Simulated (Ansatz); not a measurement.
The starting structures come from a database of crystals and need not be the phases stable at ambient conditions.

 Where the default PAW files enter, the runs use the earlier of Ansatz's two default sets.

By LDA, the system below comes out a metal.

A figure of merit of an interconnect metal is its ballistic conductance per area.

Data:

```
CELL_PARAMETERS angstrom
      2.94992     0.00000     0.00000
     -1.47496     2.55470     0.00000
      1.47496     0.85157     2.40860
ATOMIC_POSITIONS crystal
  Ta 0.00000 0.00000 0.00000
```

Space group of this cell: Fm-3m, fcc (Cu type). The cell is taken as given; by LDA its mean pressure is -4.5 GPa.

The current flows along the normal of the first two printed cell vectors, the (111) plane of the conventional cell. No spin-orbit coupling; the value is a mean over 0.1 eV about the Fermi level.

Give the ballistic conductance per area that LDA (Ansatz, a first-principles code) yields.

1.5 × 10¹⁵ S/m² for both spins.
